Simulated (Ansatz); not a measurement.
Take SnS in the GeS type structure (space group Pnma, No. 62; a = 10.912 Å, b = 3.953 Å, c = 4.112 Å) as the base. Axes: x, y, z lie along a, b, c of the conventional cell.

Level of theory: PBEsol-D3(BJ)/PAW in Ansatz (an electronic-structure program), no spin-orbit coupling.

One thing is altered: compressive biaxial strain of 2.29 % in the plane normal to [001], as in epitaxy on a mismatched substrate; the out-of-plane cell vector and the atoms relax.

What happens to the in-plane stress?

The mean in-plane stress (compression positive) amounts to +1.9 GPa.

Predict the new out-of-plane strain.

The out-of-plane strain is +3.23 %.

Whether these cells are dynamically stable was not tested.
